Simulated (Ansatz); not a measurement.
We consider SnS (F-43m, No. 216, 2 atoms in the cell; start mp-10013; a measured phase of this formula has another space group), described by G0W0@HSE06 (Ansatz, an electronic-structure program, plane waves, hard PAW, contour deformation).

The cell is the one relaxed with PBEsol. Conventional cell: a = 6.3634 Å, b = 6.3634 Å, c = 6.3634 Å, α = 90.00°, β = 90.00°, γ = 90.00°.

The quasiparticle gap at Γ at a fixed k mesh 2×2×2:

```tsv
response cutoff	value (eV)
150 eV, 494 empty bands	5.897
200 eV, 760 empty bands	5.931
250 eV, 1062 empty bands	5.950
300 eV, 1396 empty bands	5.960
```

Q: Taking the value to converge with the response cutoff E as E^(−3/2), extrapolate from the last two rows.

A: With y = y∞ + c/w and weights w = 3953 and 5196 for the last two rows, y∞ = (w2 y2 − w1 y1)/(w2 − w1) = (5196 × 5.960 − 3953 × 5.950)/1243 = 5.992 eV, which lies 0.032 beyond the last row. Successive pairs of rows give 5.994, 5.998, 5.992. The limit also hangs on the law assumed, so its last digits aren't firm.

The other settings are not extrapolated, so this is the limit in one setting alone.

At the last cutoff the smallest gap on this mesh is 1.71 eV, with an edge away from Γ.

Spin–orbit coupling is not included.

Note: filled d or f shells below the valence bands can shift G0W0 gaps through exchange with them, which wasn't tested here. Note: GW on a hybrid start was not checked against another program.

A start named mp-… is a Materials Project structure, which need not be a measured phase.
